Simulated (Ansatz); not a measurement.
Start from Sn in the diamond structure (space group Fd-3m, No. 227; relaxed with 0.1 eV smearing).

```
CELL_PARAMETERS angstrom
      0.00000     3.23724     3.23724
      3.23724     0.00000     3.23724
      3.23724     3.23724     0.00000
ATOMIC_POSITIONS crystal
  Sn 0.00000 0.00000 0.00000
  Sn 0.25000 0.25000 0.25000
```

Cartesian axes are those of the cell as printed.

Calculations: Kohn–Sham DFT with the LDA functional, run in Ansatz (a quantum-chemistry and plane-wave program) with PAW and 420 eV plane waves, no spin-orbit coupling.

Strains are applied to the cell and any free atomic positions relax.

One change was made to it. Results:

```json
[
 {"quantity": "energy relative to the base (free energy F)", "base": "0 meV/atom", "after": "+1.6 meV/atom"},
 {"quantity": "pressure (mean of the normal stresses, compression positive)", "base": "0.0 GPa", "after": "-0.7 GPa"},
 {"quantity": "shortest interatomic distance", "base": "2.804 Å", "after": "2.818 Å"}
]
```

**Question.** Which change produced these results?
A) uniaxial strain ε_zz = +2.50 %
B) uniaxial strain ε_zz = +2.00 %
C) uniaxial strain ε_zz = −0.50 %
D) uniaxial strain ε_zz = −3.00 %
E) uniaxial strain ε_zz = +1.50 %

**Answer.** E, uniaxial strain ε_zz = +1.50 %. For comparison, the energy relative to the base in the other runs: uniaxial strain ε_zz = −0.50 % gives +0.2 meV/atom; uniaxial strain ε_zz = −3.00 % gives +6.4 meV/atom; uniaxial strain ε_zz = +2.00 % gives +2.8 meV/atom; uniaxial strain ε_zz = +2.50 % gives +4.3 meV/atom.

No phonon test of stability was made.
